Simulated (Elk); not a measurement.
# Elk run on BAu (I4_1md, 4 atoms in the cell): self-consistent single point

Method of the run: Elk with PBE, all-electron FP-LAPW, Elk's shipped species files, default APW+lo basis.

Input:

```
tasks
  0

xctype
  20

rgkmax
  7.0

stype
  0

swidth
  0.00734986

avec
   -2.7236320278    2.7236320278    9.2208770511
    2.7236320278   -2.7236320278    9.2208770511
    2.7236320278    2.7236320278   -9.2208770511

atoms
  2   : nspecies
  'Au.in'   : spfname
  2   : natoms; atposl, bfcmt below
  0.7500000000  0.7500000000  0.0000000000    0.0 0.0 0.0
  0.5000000000  0.0000000000  0.5000000000    0.0 0.0 0.0
  'B.in'   : spfname
  2   : natoms; atposl, bfcmt below
  0.1660000000  0.1660000000  0.0000000000    0.0 0.0 0.0
  0.9160000000  0.4160000000  0.5000000000    0.0 0.0 0.0

ngridk
  7 7 7
```

Log, with long lists cut:

```
│ Elk code version 10.2.4 │

All units are atomic (Hartree, Bohr, etc.)

│ Ground-state run starting from atomic densities │

Lattice vectors :
  -2.723632028       2.723632028       9.220877051
   2.723632028      -2.723632028       9.220877051
   2.723632028       2.723632028      -9.220877051

Unit cell volume      :    273.6081865
Brillouin zone volume :   0.9065891506

Muffin-tin inner radius fraction :   0.1000000000E-01

Nuclei treated as point charges

Species :    1 (Au)
 parameters loaded from : Au.in
 name : gold
 nuclear charge    :   -79.00000000
 electronic charge :    79.00000000
 atomic mass :    359048.0559
 muffin-tin radius :    2.463726386
 number of radial points in muffin-tin :    697
 atomic positions (lattice), magnetic fields (Cartesian) :
   1 :   0.00000000  0.00000000  0.00000000    0.00000000  0.00000000  0.00000000
   2 :   0.75000000  0.25000000  0.50000000    0.00000000  0.00000000  0.00000000

Species :    2 (B)
 parameters loaded from : B.in
 name : boron
 nuclear charge    :   -5.000000000
 electronic charge :    5.000000000
 atomic mass :    19707.24741
 muffin-tin radius :    1.583824105
 number of radial points in muffin-tin :    297
 atomic positions (lattice), magnetic fields (Cartesian) :
   1 :   0.41600000  0.41600000  0.00000000    0.00000000  0.00000000  0.00000000
   2 :   0.16600000  0.66600000  0.50000000    0.00000000  0.00000000  0.00000000

Total number of atoms per unit cell :    4

Spin treatment :
 spin-unpolarised

Number of Bravais lattice symmetries :   16
Number of crystal symmetries         :    8
Crystal has no inversion symmetry
Complex Hermitian eigensolver will be used

k-point grid :      7     7     7
k-point offset :    0.000000000       0.000000000       0.000000000
k-point set is reduced with full crystal symmetry group
Total number of k-points :       70

Muffin-tin radius times maximum |G+k| :    7.000000000
 using average radius
Maximum |G+k| for APW functions       :    3.458882115
Maximum (1/2)|G+k|²                   :    5.981932742
Maximum |G| for potential and density :    12.00000000
 potential will be trimmed for |G| > 2 gkmax
Constant for pseudocharge density :    7
Radial integration step length :    4

G-vector grid sizes :     40    40    40
Number of G-vectors :     7939

Maximum angular momentum used for
 APW functions                      :    8
 outer part of muffin-tin           :    6
 inner part of muffin-tin           :    1

Total nuclear charge    :   -168.0000000
Total core charge       :    100.0000000
Total valence charge    :    68.00000000
Total excess charge     :    0.000000000
Total electronic charge :    168.0000000

Effective Wigner radius, rₛ :   0.7298670070

Number of empty states         :   16
Total number of valence states :   50
Total number of core states    :  100

Total number of local-orbitals :   70

Exchange-correlation functional :     20     0     0
 Perdew-Burke-Ernzerhof, Phys. Rev. Lett. 77, 3865 (1996)
 gradient requirement :    1
 generalised gradient approximation (GGA)

Smearing type :    0
 Gaussian
Smearing width :   0.7349860000E-02
Effective electronic temperature (K) :    2320.902224

Mixing type :    3
 Broyden mixing, J. Phys. A: Math. Gen. 17, L317 (1984)

Kohn-Sham potential initialised from atomic data

│ Self-consistent loop started │
│ Loop number : 1 │
 total energy                :     -38089.7491175
│ Loop number : 2 │
 total energy                :     -38092.6447340
RMS change in Kohn-Sham potential (target) :    3.663156949     (  0.1000000000E-05)
Absolute change in total energy (target)   :    2.895616454     (  0.1000000000E-03)
│ Loop number : 3 │
 total energy                :     -38088.8553089
RMS change in Kohn-Sham potential (target) :    3.554376867     (  0.1000000000E-05)
Absolute change in total energy (target)   :    3.065520936     (  0.1000000000E-03)
│ Loop number : 4 │
 total energy                :     -38115.8257456
RMS change in Kohn-Sham potential (target) :    1.549519310     (  0.1000000000E-05)
Absolute change in total energy (target)   :    26.20405638     (  0.1000000000E-03)
│ Loop number : 5 │
 total energy                :     -38133.4511800
RMS change in Kohn-Sham potential (target) :   0.4628937695     (  0.1000000000E-05)
Absolute change in total energy (target)   :    24.17644856     (  0.1000000000E-03)
│ Loop number : 6 │
 total energy                :     -38142.7046701
RMS change in Kohn-Sham potential (target) :   0.1122321028     (  0.1000000000E-05)
Absolute change in total energy (target)   :    15.29760219     (  0.1000000000E-03)
│ Loop number : 7 │
 total energy                :     -38146.2165259
RMS change in Kohn-Sham potential (target) :   0.3075835207E-01 (  0.1000000000E-05)
Absolute change in total energy (target)   :    7.336256351     (  0.1000000000E-03)
│ Loop number : 8 │
 total energy                :     -38146.4460468
RMS change in Kohn-Sham potential (target) :   0.2984933379E-01 (  0.1000000000E-05)
Absolute change in total energy (target)   :    2.063584958     (  0.1000000000E-03)
│ Loop number : 9 │
 total energy                :     -38145.1677445
RMS change in Kohn-Sham potential (target) :   0.7142517646E-02 (  0.1000000000E-05)
Absolute change in total energy (target)   :   0.7624060519     (  0.1000000000E-03)
│ Loop number : 10 │
 total energy                :     -38145.5820793
RMS change in Kohn-Sham potential (target) :   0.1911977603E-02 (  0.1000000000E-05)
Absolute change in total energy (target)   :   0.2237332772     (  0.1000000000E-03)
│ Loop number : 11 │
 total energy                :     -38145.5968530
RMS change in Kohn-Sham potential (target) :   0.1585422317E-03 (  0.1000000000E-05)
Absolute change in total energy (target)   :   0.7070703393E-01 (  0.1000000000E-03)
│ Loop number : 12 │
 total energy                :     -38145.5867925
RMS change in Kohn-Sham potential (target) :   0.1964458215E-03 (  0.1000000000E-05)
Absolute change in total energy (target)   :   0.7616310861E-02 (  0.1000000000E-03)
│ Loop number : 13 │
 total energy                :     -38145.5870171
RMS change in Kohn-Sham potential (target) :   0.6537006842E-04 (  0.1000000000E-05)
Absolute change in total energy (target)   :   0.2128636013E-02 (  0.1000000000E-03)
│ Loop number : 14 │
 total energy                :     -38145.5885552
RMS change in Kohn-Sham potential (target) :   0.4686246154E-05 (  0.1000000000E-05)
Absolute change in total energy (target)   :   0.2070298709E-02 (  0.1000000000E-03)
│ Loop number : 15 │
 total energy                :     -38145.5887295
RMS change in Kohn-Sham potential (target) :   0.2627009826E-05 (  0.1000000000E-05)
Absolute change in total energy (target)   :   0.6919008883E-03 (  0.1000000000E-03)
│ Loop number : 16 │
 total energy                :     -38145.5886835
RMS change in Kohn-Sham potential (target) :   0.3707548528E-06 (  0.1000000000E-05)
Absolute change in total energy (target)   :   0.1269192508E-03 (  0.1000000000E-03)
│ Loop number : 17 │
 total energy                :     -38145.5886894
RMS change in Kohn-Sham potential (target) :   0.2340188772E-06 (  0.1000000000E-05)
Absolute change in total energy (target)   :   0.3762216511E-04 (  0.1000000000E-03)
Convergence targets achieved

│ Loop number : 18 │

Energies :
 Fermi                       :     0.536492650793
 sum of eigenvalues          :     -23434.8160173
 electron kinetic            :      43826.0100287
 core electron kinetic       :      42050.9647191
 Coulomb                     :     -81231.9459824
 Coulomb potential           :     -66293.2921274
 nuclear-nuclear             :     -2887.07782090
 electron-nuclear            :     -90396.4441956
 Hartree                     :      12051.5760341
 Madelung                    :     -48085.2999187
 xc potential                :     -967.533918630
 exchange                    :     -729.557930976
 correlation                 :     -10.0947994497
 total energy                :     -38145.5886841

Density of states at Fermi energy :    29.17954749
 (states/Hartree/unit cell)

Estimated indirect band gap :   0.2849350836E-02
 from k-point      6 to k-point     56
Estimated direct band gap   :   0.7919620502E-02
 at k-point     44

Charges :
 core                        :    100.0000000
 valence                     :    68.00000000
 interstitial                :    5.433448462
 muffin-tins (core leakage)
  species :    1 (Au)
   atom    1                 :    77.81638391     (  0.6224019527E-03)
   atom    2                 :    77.81638391     (  0.6224019527E-03)
  species :    2 (B)
   atom    1                 :    3.466891859     (  0.3013505621E-03)
   atom    2                 :    3.466891859     (  0.3013505621E-03)
 total in muffin-tins        :    162.5665515
 total calculated charge     :    167.9876794
 total charge                :    168.0000000
 error                       :   0.1232063254E-01

│ Self-consistent loop stopped │
```

The run converged in 18 iterations. The count includes the last loop, which Elk runs after its targets are met.

The starting cell was generated: these elements placed on a structure prototype, without a prior relaxation; it need not be a known phase or ordering of this composition. Its lattice was rescaled by a random factor within 2.5 % of one. Spin-orbit coupling is off. Values depend on the basis (sphere radii, cutoffs, local orbitals), which need not be converged. The log's line on a gap gives a spacing of levels on this mesh, which the program prints for metals too.

Cost on one core of a shared machine: roughly 60 s.
